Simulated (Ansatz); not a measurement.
Structures of equal composition on the (111)A surface of zinc-blende ZnSe (Zn plane on top): 2x2 Al adatom at H3; 2x2 Al adatom at T4. The slabs share one bottom face, and each structure is named by its start. These are constructed structures in small cells; real faces may alloy, dewet or reconstruct in larger ones, and not all known structures of the face are among them. Slabs of about 14 Å with all that they carry, Fermi-Dirac smearing of 0.025 eV. Bottom of the slabs: H caps. Relaxed from the named starts with such symmetry as they have, on meshes of like density; energies extrapolated to zero smearing; no spin-orbit coupling, no U. Spin-polarised runs, if any, are marked in brackets, and their order is one that fits the cell; the others ran without spin.

Host crystal: zinc-blende ZnSe, with a band gap (PBE, scalar-relativistic without spin-orbit coupling).

The numbers are results of PBE (plane waves to 420 eV, PAW; Ansatz, a program for electronic structure), not measurements.

Q: Order them by energy per 1x1 cell (lowest first) at the level PBE.

A: 2x2 Al adatom at T4 (0.000 eV [spin, 1.0 μB a cell], gap 0.28 eV on the mesh), 2x2 Al adatom at H3 (0.021 eV [spin, 1.0 μB a cell], gap 0.23 eV on the mesh)
